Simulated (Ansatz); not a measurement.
# A computed series for Sc2Al: alloy series

Consider Sc$_{2}$Al (space group P6_3/mmc, No. 194; a = 4.850 Å, c = 6.090 Å; a cell from a computed database, its experimental status unchecked).

The other end (x = 1) is Sc₂B (space group P6_3/mmc, No. 194; a hypothetical phase, not in the database extracts checked): 15.38 Å³/atom, gap zero; this end may not be an ambient phase.

B replaces a fraction x of Al; each row is one arrangement (x, atoms in the cell, starting space group or random), fully relaxed.

All numbers come from Kohn–Sham DFT with the PBEsol functional, run in Ansatz (a quantum-chemistry and plane-wave program) with PAW and 420 eV plane waves, no SOC.

Notes on the quantities. mixing energy: to 0.01 eV only: unlike meshes or grids; against an end that may be hypothetical.

| variant | shortest interatomic distance | mixing energy |
|---|---|---|
| base | 2.800 Å | – |
| x(B) = 0.25, 12 atoms, Pmm2 | 2.564 Å | +0.05 eV/atom |
| x(B) = 0.5, 6 atoms, P-6m2 | 2.654 Å | +0.12 eV/atom |
| x(B) = 0.5, 12 atoms, Pmma | 2.461 Å | +0.07 eV/atom |
| x(B) = 0.5, 12 atoms, Pmmn | 2.479 Å | +0.03 eV/atom |
| x(B) = 0.75, 12 atoms, Pmm2 | 2.410 Å | +0.06 eV/atom |

These are small ordered cells, not random alloys; other orderings at the same x differ. Stability against distortions was not tested. The final runs are not spin-polarised. Sc8Al3B, Sc2Al, Sc2B and Sc4AlB have a high density of states at the Fermi level and may be magnetic at this level.
